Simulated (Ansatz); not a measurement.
Reference: V3Ru (Fm-3m), PBEsol, DFPT electron-phonon coupling, linearised Boltzmann equation (plane waves, PAW, scalar-relativistic; Ansatz, an electronic-structure program); geometry: relaxed with this functional, without spin-orbit coupling.

RuV$_{3}$ is taken in the cubic space group Fm-3m (No. 225), Pearson symbol cF16. Cell: a = b = c = 5.907 Å, α = β = γ = 90.00°. V1 on 8c has 4 Ru at 2.558 Å and 4 V at 2.558 Å and 6 V at 2.954 Å. V2 on 4b is surrounded by 8 V at 2.558 Å and 6 Ru at 2.954 Å. Ru on 4a sees 8 V at 2.558 Å and 6 V at 2.954 Å. (Neighbours: up to the widest gap in distance over summed covalent radii, below 1.35, at either atom.)
(The calculation used a cell of 4 atoms; values per cell refer to that cell.)

| Item | Result |
|---|---|
| resistivity at 300 K | 7.5 μΩ·cm |
| mean free path at 300 K | 12.6 nm |
| electron-phonon coupling λ | 0.23 |
| logarithmic mean phonon energy | 28 meV |

Task: Swap V for Nb, keeping the structure type. How do these values move?

Result: Nb3Ru (Fm-3m): volume per atom 12.9 to 16.2 Å³; resistivity at 300 K rises (7.5 μΩ·cm to 8.9 μΩ·cm); mean free path at 300 K stays about the same (12.6 nm to 12.3 nm); electron-phonon coupling λ rises (0.23 to 0.27); logarithmic mean phonon energy falls (28 meV to 22 meV).

Task: Replace Ru by Os on the same sites and relax. What happens?

Result: V3Os (Fm-3m): volume per atom 12.9 to 13.0 Å³; resistivity at 300 K falls (7.5 μΩ·cm to 6.2 μΩ·cm); mean free path at 300 K rises (12.6 nm to 15.7 nm); electron-phonon coupling λ falls (0.23 to 0.198); logarithmic mean phonon energy stays about the same (28 meV to 27 meV).

Task: Replace V by Ta on the same sites and relax. What happens?

Result: Ta₃Ru (Fm-3m): volume per atom 12.9 to 16.3 Å³; resistivity at 300 K rises (7.5 μΩ·cm to 8.7 μΩ·cm); mean free path at 300 K stays about the same (12.6 nm to 12.9 nm); electron-phonon coupling λ stays about the same (0.23 to 0.25); logarithmic mean phonon energy falls (28 meV to 17.1 meV).

Moves up to 11 % count as about the same. Metals; harmonic phonons alone scatter; means over directions. The mean free path is weighted by the current that each state carries. Halving the electron mesh moves these values by up to 8 %; q meshes are mostly untested. Spin-orbit coupling is left out.

Computed structure with no diffraction record at hand here (it may be known, metastable or hypothetical): Nb3Ru (Fm-3m), Ta3Ru (Fm-3m), V3Os (Fm-3m), V3Ru (Fm-3m). Treated as nonmagnetic (a ferromagnetic start lost its moment, other orders weren't tried): V3Os (Fm-3m), V3Ru (Fm-3m). The missing spin-orbit coupling matters most for Ta3Ru (Fm-3m), V3Os (Fm-3m).
